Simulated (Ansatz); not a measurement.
**SnSe2: pressure series**

Consider SnSe₂ in the CdI2 type structure (space group P-3m1, No. 164; a = 3.840 Å, c = 6.006 Å; layered, stacked along the Cartesian z axis).

Cell and atoms are relaxed at each pressure.

Method: PBE-D3(BJ) (Ansatz, a program for electronic structure), no spin-orbit coupling.

Before the change:

| Item | Value |
|---|---|
| Band gap | 0.36 eV |

### Question
The aim is a band gap between 0.18 eV and 0.24 eV. Which of these changes reaches it?
(A) pressure 0.9 GPa
(B) pressure 4.5 GPa
(C) pressure −1 GPa

### Answer
A, pressure 0.9 GPa. It gives 0.22 eV; pressure 4.5 GPa gives zero; pressure −1 GPa gives 0.60 eV. Changes not listed may reach it too

A case with no gap was solved on a k-mesh chosen for an insulator, which is coarse for it. Load acts through the strain it causes; cell and atoms are relaxed under it. Whether these cells are dynamically stable was not tested. The final runs are not spin-polarised. The zero or small gap of SnSe2 under pressure 4.5 GPa and SnSe2 under pressure 0.9 GPa can change with the level of theory.
